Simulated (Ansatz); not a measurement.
# A computed series for NaI: pressure series

The parent structure is NaI in the rock salt structure (space group Fm-3m, No. 225; a = 6.460 Å).

Cell and atoms are relaxed at each pressure.

Calculations: r2SCAN (Ansatz, a first-principles code, PAW, spin-orbit coupling left out).

### Question
Only one of these has a direct gap. Which?
(A) pressure 50 GPa
(B) pressure 15 GPa
(C) pressure 3 GPa
(D) pressure 30 GPa
(E) pressure 75 GPa

### Answer
C, pressure 3 GPa. Computed: pressure 30 GPa: indirect, Γ → X; pressure 75 GPa: indirect, Γ → X; pressure 50 GPa: indirect, Γ → X; pressure 15 GPa: indirect, Γ → X; pressure 3 GPa: direct at Γ

With I present, leaving out spin-orbit coupling can change the band edges. Load acts through the strain it causes; cell and atoms are relaxed under it. Stability against distortions was not tested. Competing high-pressure phases were not computed.
